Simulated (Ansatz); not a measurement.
Results of HSE06 (Ansatz, an electronic-structure program, plane waves, PAW) for PbS (model structure, started from the zincblende type, F-43m, No. 216, 2 atoms in the cell).

Numerical settings: plane-wave cutoff 520 eV, 8×8×8 k mesh, scalar-relativistic PAW data made under PBE.

Computed at the level's own relaxed cell.

Elastic tensor (GPa, Voigt notation, ions relaxed):

```
   40.8    36.8    36.8     0.0     0.0     0.0
   36.8    40.8    36.8     0.0     0.0     0.0
   36.8    36.8    40.8     0.0     0.0     0.0
    0.0     0.0     0.0    -6.1     0.0     0.0
    0.0     0.0     0.0     0.0    -6.1     0.0
    0.0     0.0     0.0     0.0     0.0    -6.1
```

Task: Is the crystal stable against homogeneous strain at this level?

Result: No. For a cubic crystal C11 − C12 = 4.0, C11 + 2C12 = 114.4 and C44 = -6.1 GPa must all be positive. The smallest eigenvalue of the tensor is -6.1 GPa.

Note: the relaxation could raise the start's symmetry but not lower it, so the cell can be a saddle point.

Spin–orbit coupling is not included; it can shift volumes and moduli of such heavy elements.

Computed values are for the static lattice.

A model structure was made by putting elements into a prototype or built by hand; it is no filed structure, need not be a known phase, and can be a saddle point held by its symmetry.
